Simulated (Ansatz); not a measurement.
## NaBeH₃ (Pm-3m, No. 221; start mp-23729): band gap by level of theory

No measured value is used here.

### Question
Put these levels in order of the band gap that they give for NaBeH₃ (Pm-3m, No. 221; start mp-23729), smallest first: G0W0@PBEsol (Ansatz, a quantum-chemistry and plane-wave program), LDA (Ansatz), r²SCAN (Ansatz).

### Answer
LDA (0.72 eV), r²SCAN (1.26 eV), G0W0@PBEsol (2.46 eV)

Computed values are for a static lattice.  A ± on a computed value is a rough bar: the spread of its extrapolation, a floor set from checks against published values, or a statistical error. Values are at the PBEsol cell. Cutoffs differ between the levels. Ansatz's density-functional and Hartree–Fock values are scalar-relativistic unless marked +SOC, with PAW data made under PBE.

A start named mp-… is a Materials Project structure, which can be a computed phase never made.
